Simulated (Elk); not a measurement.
# Input and output of a self-consistent single point for YSb (Fm-3m, 2 atoms in the cell) (Elk)

Computed with LDA (PW92), all-electron FP-LAPW, Elk's shipped species files, LAPW+lo basis in Elk.

Input:

```
tasks
  0

xctype
  3

rgkmax
  7.5

gmaxvr
  16.0

nxoapwlo
  1

stype
  3

swidth
  0.00367493

avec
    0.0000000000    5.8690925006    5.8690925006
    5.8690925006    0.0000000000    5.8690925006
    5.8690925006    5.8690925006    0.0000000000

atoms
  2   : nspecies
  'Y.in'   : spfname
  1   : natoms; atposl, bfcmt below
  0.5000000000  0.5000000000  0.5000000000    0.0 0.0 0.0
  'Sb.in'   : spfname
  1   : natoms; atposl, bfcmt below
  0.0000000000  0.0000000000  0.0000000000    0.0 0.0 0.0

ngridk
  12 12 12
```

Output, abridged:

```
│ Elk code version 10.2.4 │

All units are atomic (Hartree, Bohr, etc.)

│ Ground-state run starting from atomic densities │

Lattice vectors :
   0.000000000       5.869092501       5.869092501
   5.869092501       0.000000000       5.869092501
   5.869092501       5.869092501       0.000000000

Unit cell volume      :    404.3364173
Brillouin zone volume :   0.6134748265

Muffin-tin inner radius fraction :   0.1000000000E-01

Nuclei treated as point charges

Species :    1 (Y)
 parameters loaded from : Y.in
 name : yttrium
 nuclear charge    :   -39.00000000
 electronic charge :    39.00000000
 atomic mass :    162065.4502
 muffin-tin radius :    2.600000000
 number of radial points in muffin-tin :    597
 atomic positions (lattice), magnetic fields (Cartesian) :
   1 :   0.00000000  0.00000000  0.00000000    0.00000000  0.00000000  0.00000000

Species :    2 (Sb)
 parameters loaded from : Sb.in
 name : antimony
 nuclear charge    :   -51.00000000
 electronic charge :    51.00000000
 atomic mass :    221954.9019
 muffin-tin radius :    2.600000000
 number of radial points in muffin-tin :    597
 atomic positions (lattice), magnetic fields (Cartesian) :
   1 :   0.50000000  0.50000000  0.50000000    0.00000000  0.00000000  0.00000000

Total number of atoms per unit cell :    2

Spin treatment :
 spin-unpolarised

Number of Bravais lattice symmetries :   48
Number of crystal symmetries         :   48
Crystal has inversion symmetry
Real symmetric eigensolver will be used

k-point grid :     12    12    12
k-point offset :    0.000000000       0.000000000       0.000000000
k-point set is reduced with full crystal symmetry group
Total number of k-points :       72

Muffin-tin radius times maximum |G+k| :    7.500000000
 using average radius
Maximum |G+k| for APW functions       :    2.884615385
Maximum (1/2)|G+k|²                   :    4.160502959
Maximum |G| for potential and density :    16.00000000
 potential will be trimmed for |G| > 2 gkmax
Constant for pseudocharge density :   10
Radial integration step length :    4

G-vector grid sizes :     45    45    45
Number of G-vectors :    27941

Maximum angular momentum used for
 APW functions                      :    8
 outer part of muffin-tin           :    6
 inner part of muffin-tin           :    1

Total nuclear charge    :   -90.00000000
Total core charge       :    64.00000000
Total valence charge    :    26.00000000
Total excess charge     :    0.000000000
Total electronic charge :    90.00000000

Effective Wigner radius, rₛ :    1.023616427

Number of empty states         :    8
Total number of valence states :   21
Total number of core states    :   64

Total number of local-orbitals :   28

Exchange-correlation functional :      3     0     0
 Perdew-Wang/Ceperley-Alder, Phys. Rev. B 45, 13244 (1992)
 gradient requirement :    0
 local density approximation (LDA)

Smearing type :    3
 Fermi-Dirac
Smearing width :   0.3674930000E-02
Effective electronic temperature (K) :    1160.451112

Mixing type :    3
 Broyden mixing, J. Phys. A: Math. Gen. 17, L317 (1984)

Kohn-Sham potential initialised from atomic data

│ Self-consistent loop started │
│ Loop number : 1 │
 total energy                :     -9867.42308288
│ Loop number : 2 │
 total energy                :     -9867.36112825
RMS change in Kohn-Sham potential (target) :   0.8019104891E-01 (  0.1000000000E-05)
Absolute change in total energy (target)   :   0.6195463010E-01 (  0.1000000000E-03)
│ Loop number : 3 │
 total energy                :     -9867.14777427
RMS change in Kohn-Sham potential (target) :   0.7697585591E-01 (  0.1000000000E-05)
Absolute change in total energy (target)   :   0.2288426399     (  0.1000000000E-03)
│ Loop number : 4 │
 total energy                :     -9866.32186655
RMS change in Kohn-Sham potential (target) :   0.6904879702E-01 (  0.1000000000E-05)
Absolute change in total energy (target)   :   0.8831183790     (  0.1000000000E-03)
│ Loop number : 5 │
 total energy                :     -9862.55327017
RMS change in Kohn-Sham potential (target) :   0.2699371748E-01 (  0.1000000000E-05)
Absolute change in total energy (target)   :    3.989375976     (  0.1000000000E-03)
│ Loop number : 6 │
 total energy                :     -9860.84040689
RMS change in Kohn-Sham potential (target) :   0.7132553936E-02 (  0.1000000000E-05)
Absolute change in total energy (target)   :    2.710207276     (  0.1000000000E-03)
│ Loop number : 7 │
 total energy                :     -9860.19545177
RMS change in Kohn-Sham potential (target) :   0.1217048234E-03 (  0.1000000000E-05)
Absolute change in total energy (target)   :    1.322506931     (  0.1000000000E-03)
│ Loop number : 8 │
 total energy                :     -9860.19158712
RMS change in Kohn-Sham potential (target) :   0.1169948691E-03 (  0.1000000000E-05)
Absolute change in total energy (target)   :   0.3344913891     (  0.1000000000E-03)
│ Loop number : 9 │
 total energy                :     -9860.19028192
RMS change in Kohn-Sham potential (target) :   0.6864769168E-04 (  0.1000000000E-05)
Absolute change in total energy (target)   :   0.8492804194E-01 (  0.1000000000E-03)
│ Loop number : 10 │
 total energy                :     -9860.19049834
RMS change in Kohn-Sham potential (target) :   0.1924592561E-04 (  0.1000000000E-05)
Absolute change in total energy (target)   :   0.2101559374E-01 (  0.1000000000E-03)
│ Loop number : 11 │
 total energy                :     -9860.18904009
RMS change in Kohn-Sham potential (target) :   0.3669832037E-05 (  0.1000000000E-05)
Absolute change in total energy (target)   :   0.6712148648E-02 (  0.1000000000E-03)
│ Loop number : 12 │
 total energy                :     -9860.18866682
RMS change in Kohn-Sham potential (target) :   0.1152141224E-05 (  0.1000000000E-05)
Absolute change in total energy (target)   :   0.2051309502E-02 (  0.1000000000E-03)
│ Loop number : 13 │
 total energy                :     -9860.18868111
RMS change in Kohn-Sham potential (target) :   0.6367039392E-06 (  0.1000000000E-05)
Absolute change in total energy (target)   :   0.4985355117E-03 (  0.1000000000E-03)
│ Loop number : 14 │
 total energy                :     -9860.18870428
RMS change in Kohn-Sham potential (target) :   0.1376296084E-06 (  0.1000000000E-05)
Absolute change in total energy (target)   :   0.1014644422E-03 (  0.1000000000E-03)
│ Loop number : 15 │
 total energy                :     -9860.18869968
RMS change in Kohn-Sham potential (target) :   0.2368071421E-07 (  0.1000000000E-05)
Absolute change in total energy (target)   :   0.2996794319E-04 (  0.1000000000E-03)
Convergence targets achieved

│ Loop number : 16 │

Energies :
 Fermi                       :     0.233344829930
 sum of eigenvalues          :     -5921.22779894
 electron kinetic            :      10321.4143585
 core electron kinetic       :      10115.9374968
 Coulomb                     :     -19910.4881477
 Coulomb potential           :     -15883.1837874
 nuclear-nuclear             :     -836.353875266
 electron-nuclear            :     -22265.0847575
 Hartree                     :      3190.95048505
 Madelung                    :     -11968.8962540
 xc potential                :     -359.458370085
 exchange                    :     -262.642322603
 correlation                 :     -8.47222292788
 electron entropic           :    -0.363453220508E-03
 total energy                :     -9860.18869815

Density of states at Fermi energy :    7.764765674
 (states/Hartree/unit cell)

Estimated indirect band gap :   0.4559945286E-02
 from k-point      2 to k-point     41
Estimated direct band gap   :   0.1066541421E-01
 at k-point      2

Charges :
 core                        :    64.00000000
 valence                     :    26.00000000
 interstitial                :    4.036381203
 muffin-tins (core leakage)
  species :    1 (Y)
   atom    1                 :    36.73877584     (  0.8931833740E-05)
  species :    2 (Sb)
   atom    1                 :    49.22484296     (  0.8164698968E-03)
 total in muffin-tins        :    85.96361880
 total calculated charge     :    90.00142417
 total charge                :    90.00000000
 error                       :   0.1424165465E-02

│ Self-consistent loop stopped │
```

The run converged in 16 iterations. The count includes the last loop, which Elk runs after its targets are met.

The starting cell comes from a database of computed structures (which also holds hypothetical and non-ambient phases and stackings), without a prior relaxation at this level. Spin-orbit coupling is off. Values depend on the basis (sphere radii, cutoffs, local orbitals), which need not be converged. The log's line on a gap gives a spacing of levels on this mesh, which the program prints for metals too.
